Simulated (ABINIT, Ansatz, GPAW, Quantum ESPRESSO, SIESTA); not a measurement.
# One structure in several programs: Cr (Im-3m, 1 atom in the cell)

Self-consistent single point.

```yaml
crystal:
  lattice:
    - [-1.41840, 1.41840, 1.41840]
    - [1.41840, -1.41840, 1.41840]
    - [1.41840, 1.41840, -1.41840]
  atoms:
    - { symbol: Cr, position: [0.00000, 0.00000, 0.00000], spin: 3.0 }
```
(The spins are starting values, not results.)

All programs got the same cell, k-point mesh and kind of occupations, and the same starting moments (in Ansatz's words: kpoints.mp_grid.grid = 13 13 13; magnetization.spin_polarized = true; scf.occupations.method = fermi_dirac; scf.occupations.width = 0.0073 Ry); potentials, basis and cutoffs are each program's usual ones.

```
code                                                                                                                                model  pressure (GPa)  k-points       cutoff
----------------  -----------------------------------------------------------------------------------------------------------------------  --------------  --------  -----------
ABINIT                                                                                                        PBE, PAW (JTH v2.0 PBE PAW)            1.66        84        30 Ha
GPAW                                                                                         PBE, GPAW PAW datasets PBE (gpaw-data 1.0.1)            1.97        84       800 eV
Ansatz                                                                                                             PBE, default PAW files            3.17        84      default
SIESTA            GGA PBE, numerical atomic orbitals DZP, PseudoDojo PBE standard norm-conserving potentials (rewritten from UPF to PSML)           -0.32      1099  grid 350 Ry
Quantum ESPRESSO                                                                        PBE, SSSP 1.1.2 efficiency (PBE) pseudopotentials            3.07        84        50 Ry
```

The spread over the programs that give each value: pressure within 3.49 GPa.

The starting cell was generated: these elements placed on a structure prototype, without a prior relaxation; it need not be a known phase or ordering of this composition. Its lattice was rescaled by a random factor within 2.5 % of one. On Ansatz's run: The starting moments vanished: the run ended non-magnetic, which need not be the lowest state. The program warned that a starting moment was not kept. In the base run, with a pressure of about 3 GPa the cell is away from its equilibrium volume at this level.

### Question
Why do the programs differ, and what cannot be compared?

### Answer
Differences of this kind can come from the potentials, where these differ, and from what each basis and cutoff leave unconverged. The valence holds different numbers of electrons (ABINIT 14, GPAW 6, Ansatz (a quantum-chemistry and plane-wave program) 14, SIESTA 14, Quantum ESPRESSO 14). The zero of total energies and Fermi levels follows the potentials and each program's conventions, so they are not compared here. SIESTA uses small atom-centred bases, whose incompleteness enters pressures, forces and empty levels differently from a plane-wave cutoff. Ansatz's pressure is given at a fixed set of plane waves, as the other plane-wave codes print theirs; with its correction for the finite basis it is 3.27 GPa. Ansatz's smearing width was typed in Ry to four decimals, so it matches the others to a few per cent. The programs reduce the same mesh by symmetry to different extents, which changes the work and not the result. In the pressure, SIESTA (by 2.84) lies more than 1 GPa from the median of the plane-wave programs.

Left out of this page: Elk and FLEUR (not drawn, or without a comparable value).

Keys are those of Ansatz 0.2.
